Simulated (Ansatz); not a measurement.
```
CELL_PARAMETERS angstrom
      2.78333     0.00000     0.00000
      0.00000     2.78333     0.00000
      0.00000     0.00000     3.82941
ATOMIC_POSITIONS crystal
  Cu 0.00000 0.00000 0.00000
  Au 0.50000 0.50000 0.50000
```

No spin polarisation.

Computed with plane-wave PAW DFT at the PBE level (Ansatz, an electronic-structure program, 420 eV), no SOC. Settings: 20×20×16 k-points, 0.1 eV Fermi–Dirac smearing.

Task: Predict the in-plane stress, band gap and space group.

Result: The mean in-plane stress (compression positive) is +3.1 GPa and the band gap is zero. The space group is P4/mmm (No. 123).

The cells carry an imposed strain or load. Stability against distortions was not tested. The final runs are not spin-polarised. The cell was made from CuAu (space group P4/mmm, No. 123) by this change: biaxial strain −3.00 %, plane normal [001], relaxed out of plane.
